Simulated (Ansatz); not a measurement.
GaP: energy against volume

GaP (zinc blende, F-43m, 19.589 Å³/atom and stress up to 0.01 GPa in the relaxed cell, cube axes along x, y and z) under hydrostatic pressure, with the cell free. LDA in Ansatz, a plane-wave DFT program (PAW, default set), 420 eV, 11×11×11 Γ-centred mesh, Fermi-Dirac smearing 0.05 eV; ions are relaxed, or left where forces stay under 0.02 eV/Å, within the symmetry of each cell.

Here V stands for volume and E for E less E0.

```
volume (Å³/atom)  E less E0 (meV/atom)  pressure (GPa)
----------------  --------------------  --------------
20.0489                           2.93           -1.99
19.8098                           0.70           -0.99
19.5891                           0.00           -0.01
19.3964                           0.54            0.90
19.1568                           2.77            2.10
18.7228                          11.65            4.49
18.0259                              ?               ?
```

Task: Fit E against V with the third-order Birch-Murnaghan form, a cubic in V^(-2/3), and predict the withheld value at V = 18.0259.

Result: With u = V^(-2/3) - 0.1383, the rows have u = -0.0027999, -0.0017118, -0.0006878, 0.0002222, 0.0013748, 0.0035250. Least squares gives E = 0.306 + 889.5·u + 656079·u² + 1293384·u³. Residuals (row less fit): 0.000, 0.001, -0.004, 0.004, -0.002, 0.000; standard error 0.004 (degrees of freedom: 2). Its minimum lies at u = -0.0006793, so V0 = (0.1376207)^(-3/2) = 19.59. There d²E/du² = 1307000 and d³E/du³ = 7760000, so B0 = (4/9) × 19.59^(-7/3) × 1307000 × 0.160218 = 90.0 GPa (the last factor turns the table's units into GPa), and B0' = 4 + (2/3) × 0.1376207 × (7760000)/1307000 = 4.5. B0' rests on the cubic coefficient alone and has a standard error of 0.1 from these residuals. At the withheld row, u = 0.0071572, so E = 0.306 + 889.5 × 0.0071572 + 656079 × 0.0071572² + 1293384 × 0.0071572³ = 40.755 meV/atom. The calculation gives 40.65 meV/atom, 0.105 meV/atom below the prediction (0.3 % of the range of E in the table). The row lies outside the fitted rows, so this is an extrapolation. The scatter of the fitted rows lies at the last printed digit.

Other structures, which can take over under pressure, weren't tried. The same form fitted to the pressure column gives B0' = 4.4; series where the two differ by over 0.4 aren't shown. Rows are the converged runs of the series near zero and its far end, less any whose ions stayed unrelaxed beside relaxed ones; series whose fitted rows scatter by over a few per cent of the range, as at a crossing or softening among them, aren't shown in this form.
